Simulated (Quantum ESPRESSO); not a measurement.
Worked example: self-consistent single point of TiO2 (I4_1/amd, 6 atoms in the cell) in Quantum ESPRESSO.

Method of the run: PBE, GBRV 1.5 ultrasoft (PBE) pseudopotentials (plane waves; Quantum ESPRESSO).

```yaml
crystal:
  lattice:
    - [-1.87595, 1.87595, 4.76857]
    - [1.87595, -1.87595, 4.76857]
    - [1.87595, 1.87595, -4.76857]
  atoms:
    - { symbol: Ti, position: [0.00000, 0.00000, 0.00000] }
    - { symbol: Ti, position: [0.75000, 0.25000, 0.50000] }
    - { symbol: O, position: [0.95715, 0.45715, 0.50000] }
    - { symbol: O, position: [0.20715, 0.20715, 0.00000] }
    - { symbol: O, position: [0.79285, 0.79285, 0.00000] }
    - { symbol: O, position: [0.54285, 0.04285, 0.50000] }
```

Reference input (self-consistent single point, DFT, PBE, plane waves, GBRV 1.5 ultrasoft (PBE) pseudopotentials): ecutwfc = 50 Ry; ecutrho = 400 Ry; occupations = fixed; potentials = {Ti: ti_pbe_v1.4.uspp.F.UPF, O: o_pbe_v1.2.uspp.F.UPF}; K_POINTS = automatic 6 6 6 0 0 0; nbnd = 26; conv_thr = 1e-10 Ry. This run's input differs from it in these lines:

```diff
@@ -13,3 +13,3 @@
  ecutwfc = 50
- ecutrho = 400
+ ecutrho = 150
  occupations = 'fixed'
```

Output, abridged:

```
     Self-consistent Calculation

     iteration #  1     ecut=    50.00 Ry     beta= 0.70

---- Real-time Memory Report at c_bands before calling an iterative solver
            93 MiB given to the printing process from OS
            59 MiB allocation reported by mallinfo(arena+hblkhd)
------------------

     negative rho (up, down):  4.229E-03 0.000E+00

     total energy              =    -367.72653479 Ry
     estimated scf accuracy    <       1.27215320 Ry

     iteration #  2     ecut=    50.00 Ry     beta= 0.70

---- Real-time Memory Report at c_bands before calling an iterative solver
   [... lines left out ...]
           155 MiB given to the printing process from OS
            84 MiB allocation reported by mallinfo(arena+hblkhd)
------------------

     negative rho (up, down):  2.335E-03 0.000E+00

     total energy              =    -368.46101986 Ry
     estimated scf accuracy    <          3.6E-09 Ry

     iteration # 15     ecut=    50.00 Ry     beta= 0.70

---- Real-time Memory Report at c_bands before calling an iterative solver
           155 MiB given to the printing process from OS
            84 MiB allocation reported by mallinfo(arena+hblkhd)
------------------

     negative rho (up, down):  2.335E-03 0.000E+00
     End of self-consistent calculation

     highest occupied, lowest unoccupied level (ev):     7.4731    9.7208

!    total energy              =    -368.46101986 Ry
     estimated scf accuracy    <          1.9E-11 Ry

     convergence has been achieved in  15 iterations

     negative rho (up, down):  2.335E-03 0.000E+00

     Forces acting on atoms (cartesian axes, Ry/au):

     atom    1 type  1   force =     0.00000000   -0.00000000    0.00000000
     atom    2 type  1   force =    -0.00000000   -0.00000000    0.00000000
     atom    3 type  2   force =     0.00000000    0.00000000    0.00770590
     atom    4 type  2   force =     0.00000000    0.00000000    0.00770590
     atom    5 type  2   force =     0.00000000    0.00000000   -0.00770590
     atom    6 type  2   force =     0.00000000    0.00000000   -0.00770590

     Total force =     0.015412     Total SCF correction =     0.000001

     negative rho (up, down):  2.335E-03 0.000E+00
          total   stress  (Ry/bohr**3)                   (kbar)     P=       98.61
   0.00066374   0.00000000   0.00000000           97.64        0.00        0.00
   0.00000000   0.00066374   0.00000000            0.00       97.64        0.00
   0.00000000   0.00000000   0.00068351            0.00        0.00      100.55

   JOB DONE.
```

The run converged in 15 iterations. Against the reference run the free energy goes down by 2.3 meV/atom, the pressure goes from 9.27 to 9.86 GPa, the largest force moves little (0.200 to 0.198 eV/Å) and the gap on the mesh moves little (2.249 to 2.248 eV).

The starting cell comes from a database of computed structures (which also holds hypothetical and non-ambient phases and stackings), without a prior relaxation at this level. Its lattice was rescaled by a random factor within 2.5 % of one.

Cost on one core of a shared machine: roughly 3 min.
